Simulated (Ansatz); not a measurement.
BaAlHO₂ (model structure, started from the SrVO2H type, P4/mmm, No. 123, 5 atoms in the cell) was calculated with G0W0@PBEsol (Ansatz, a quantum-chemistry and plane-wave program, plane waves, hard PAW, contour deformation, complete-basis limit).

Settings: largest k mesh 6×6×6 (not extrapolated in the mesh).

Cell (relaxed with PBEsol):

AlBaHO2 is taken in the tetragonal space group P4/mmm (No. 123), Pearson symbol tP5. Cell: a = 3.817 Å, b = 3.817 Å, c = 3.958 Å, α = 90.00°, β = 90.00°, γ = 90.00°. Ba on 1d sees 4 H at 2.699 Å and 8 O at 2.749 Å (cuboctahedral). Al on 1a is coordinated by 4 O at 1.908 Å and 2 H at 1.979 Å (octahedral). O on 2f is surrounded by 2 Al at 1.908 Å and 4 Ba at 2.749 Å (octahedral). H on 1b is coordinated by 2 Al at 1.979 Å and 4 Ba at 2.699 Å (octahedral). (Neighbours: up to the widest gap in distance over summed covalent radii, below 1.35, at either atom; cation-cation and far metal-metal contacts left out.)

Estimate the band gap that the calculation returns.


* **band gap**: 4.73 eV

Note: the relaxation could raise the start's symmetry but not lower it, so the cell can be a saddle point; the gap holds a correction of +0.56 eV to the complete basis.

Spin–orbit coupling is not included.

Computing time: about 3 core-hours (a rough figure).

A model structure was made by putting elements into a prototype or built by hand; it is no filed structure, need not be a known phase, and can be a saddle point held by its symmetry.
